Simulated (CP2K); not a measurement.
CP2K run on MgAl₃ (I4/mmm, 4 atoms in the cell): self-consistent single point.

Method of the run: PBEsol, GPW, DZVP-MOLOPT-SR-GTH basis, GTH-PBE potentials (GTH_POTENTIALS) (CP2K 2026.2).

The change in words: lattice scaled by 0.98. Reference geometry:
```
CELL_PARAMETERS angstrom
      5.03443     0.00000     0.00000
      1.71016     4.73506     0.00000
     -3.37229    -2.36753     2.89273
ATOMIC_POSITIONS crystal
  Mg 0.00000 0.00000 0.00000
  Al 0.50000 0.50000 0.00000
  Al 0.25000 0.75000 0.50000
  Al 0.75000 0.25000 0.50000
```

Reference input (self-consistent single point, DFT PBEsol, GPW, DZVP-MOLOPT-SR-GTH basis, GTH-PBE potentials (GTH_POTENTIALS)): CUTOFF = 1000 Ry; REL_CUTOFF = 60 Ry; SMEAR/METHOD = GAUSSIAN; SIGMA = 0.1 eV; KPOINTS/SCHEME = MONKHORST-PACK 8 8 8; GAMMA_CENTERED = T; XC_FUNCTIONAL = PBE:PBESOL; Mg/BASIS_SET = DZVP-MOLOPT-SR-GTH-q10; Mg/POTENTIAL = GTH-PBE-q10; Al/BASIS_SET = DZVP-MOLOPT-SR-GTH-q3; Al/POTENTIAL = GTH-PBE-q3; METHOD = GPW. This run's input differs from it in these lines:

```diff
@@ -67,5 +67,5 @@
     &CELL
-      A 5.03442800 0.00000000 0.00000000
-      B 1.71016000 4.73506300 0.00000000
-      C -3.37229400 -2.36753100 2.89273100
+      A 4.93374000 0.00000000 0.00000000
+      B 1.67595600 4.64036200 0.00000000
+      C -3.30484800 -2.32018100 2.83487700
       PERIODIC XYZ
@@ -74,5 +74,5 @@
       Mg       0.00000000     0.00000000     0.00000000
-      Al       3.37229400     2.36753150     0.00000000
-      Al       0.85508000     2.36753175     1.44636550
-      Al       2.51721400     0.00000025     1.44636550
+      Al       3.30484800     2.32018100     0.00000000
+      Al       0.83797800     2.32018100     1.41743850
+      Al       2.46687000     0.00000000     1.41743850
     &END COORD
```

The program printed (abridged):

```
 SCF WAVEFUNCTION OPTIMIZATION

  Step     Update method      Time    Convergence         Total energy    Change
     1 NoMix/Diag. 0.20E+00      -     1.29169916       -70.0509360717 -7.01E+01
     2 Broy./Diag. 0.20E+00      -     0.00590906       -69.7084198204  3.43E-01
     3 Broy./Diag. 0.20E+00      -     0.05318938       -69.4009150315  3.08E-01
     4 Broy./Diag. 0.20E+00      -     0.00766599       -69.2994556876  1.01E-01
     5 Broy./Diag. 0.20E+00      -     0.01372609       -69.3406684930 -4.12E-02
     6 Broy./Diag. 0.20E+00      -     0.00151123       -69.3416633223 -9.95E-04
   [... 4 lines left out ...]
    11 Broy./Diag. 0.20E+00      -     0.00001818       -69.3316784935 -1.71E-05
    12 Broy./Diag. 0.20E+00      -     0.00000543       -69.3317158139 -3.73E-05
    13 Broy./Diag. 0.20E+00      -     0.00001081       -69.3317550492 -3.92E-05
    14 Broy./Diag. 0.20E+00      -     0.00000075       -69.3317608283 -5.78E-06
  *** SCF run converged in    14 steps ***

  Overlap energy of the core charge distribution:               0.00000000000000
  Self energy of the core charge distribution:               -163.27239271430730
  Core Hamiltonian energy:                                     46.93690806592923
  Hartree energy:                                              57.92939007150289
  Exchange-correlation energy:                                -10.92546297161564
  Smearing free energy correction:                             -0.00020327971233
  Fermi energy:                                                 0.27188731837248

  Total energy:                                               -69.33176082827173
  Total energy (extrapolated to sigma->0):                    -69.33165918841556

   [... lines left out ...]

 STRESS| Analytical stress tensor [bar]
 STRESS|                        x                   y                   z
 STRESS|      x        7.59002047634E+04  -5.66127224791E+03  -8.02458983882E+02
 STRESS|      y       -5.66127224791E+03   7.99877553552E+04  -5.63368104883E+02
 STRESS|      z       -8.02458983882E+02  -5.63368104883E+02   8.35974238749E+04
 STRESS| 1/3 Trace                                             7.98284613312E+04
```

The run converged in 14 iterations. Against the reference run the free energy rises by 33.6 meV/atom, the pressure goes from 2.88 to 7.98 GPa and the largest force stays at 0.001 eV/Å.

The starting cell comes from a database of computed structures (which also holds hypothetical and non-ambient phases and stackings), without a prior relaxation at this level. For this run, on top of that: lattice scaled by 0.98. Values carry the incompleteness of an atom-centred basis. The potentials were made for another functional than the one used. With a pressure of about 8 GPa the cell is away from its equilibrium volume at this level.

Cost on one core of a shared machine: roughly 70 s.
